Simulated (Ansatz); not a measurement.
Consider the following.

```yaml
crystal:
  lattice:
    - [3.66929, 0.00000, 0.00000]
    - [-1.83465, 3.17770, 0.00000]
    - [0.00000, 0.00000, 5.80747]
  atoms:
    - { symbol: Sn, position: [0.00000, 0.00000, 0.00000] }
    - { symbol: S, position: [0.33333, 0.66667, 0.25456] }
    - { symbol: S, position: [0.66667, 0.33333, 0.74544] }
```

The cell was relaxed by PBE-D3(BJ); by PBEsol it stands under a pressure of -0.6 GPa.

Transport runs along the normal of the first two printed cell vectors, the (001) plane of the conventional cell.

No gap correction and no spin-orbit coupling; mid-gap is the computed energy nearest the middle.

Estimate the band gap and the smallest decay constant κ at mid-gap that Ansatz (a quantum-chemistry and plane-wave program) with PBEsol returns for this system.

Gap 1.16 eV on a 12×12×6 mesh; κ = 0.124 1/Å, at the zone centre.
